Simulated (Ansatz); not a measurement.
Band structure of HfMg₆Sn (Amm2, 8 atoms in the cell).

```
HfMg6Sn
1.0
    4.98242     0.00000     0.00000
    0.00000     3.25551     5.52429
    0.00000    -3.25551     5.52429
Mg Hf Sn
6 1 1
Cartesian
  2.49121  -1.63147   6.44331
  2.49121   1.63147   6.44331
  2.49121   0.00000   3.67896
  0.00000  -1.59683   4.62549
  0.00000   1.59683   4.62549
  0.00000   0.00000   1.83395
  0.00000   0.00000   7.39272
  2.49121   0.00000   9.15110
```

Computed with PBEsol, PAW files made with PBE (plane waves; Ansatz, a quantum-chemistry and plane-wave program).

Settings: kpoints.mp_grid.grid = 4 3 3; hamiltonian.xc = pbesol; hamiltonian.pseudopotentials = {kind: paw} (the program's default PAW files); scf.occupations.method = gaussian; scf.occupations.width = 0.2 eV; kpoints.band_path.npoints = 8.

The starting cell comes from a database of computed structures (which also holds hypothetical and non-ambient phases and stackings), without a prior relaxation at this level. Spin-orbit coupling is off.

Levels in eV from the Fermi level, bands 47 to 54:
```csv
point,47,48,49,50,51,52,53,54
Γ,-2.10,-2.08,-1.25,-0.38,0.13,1.20,1.30,2.16
X,-1.58,-0.70,-0.39,0.12,0.24,0.59,1.15,1.59
S,-0.95,-0.72,-0.25,-0.03,-0.01,0.63,1.25,1.39
R,-2.16,-1.94,-0.20,0.22,0.47,0.58,1.58,1.69
A,-0.91,-0.79,-0.66,-0.32,-0.16,0.50,2.03,2.15
Z,-1.50,-1.32,-1.26,-1.16,-0.73,-0.51,-0.51,-0.30
Y,-0.78,-0.64,-0.08,-0.02,0.48,0.93,1.15,1.42
X1,-1.58,-0.70,-0.39,0.12,0.24,0.59,1.15,1.59
A1,-0.91,-0.79,-0.66,-0.32,-0.16,0.50,2.03,2.15
T,-2.65,-1.68,-0.13,-0.08,0.62,0.70,1.28,1.78
```

Bands cross the Fermi level along this path, so the cell is metallic at this level.

Keys are those of Ansatz 0.2.
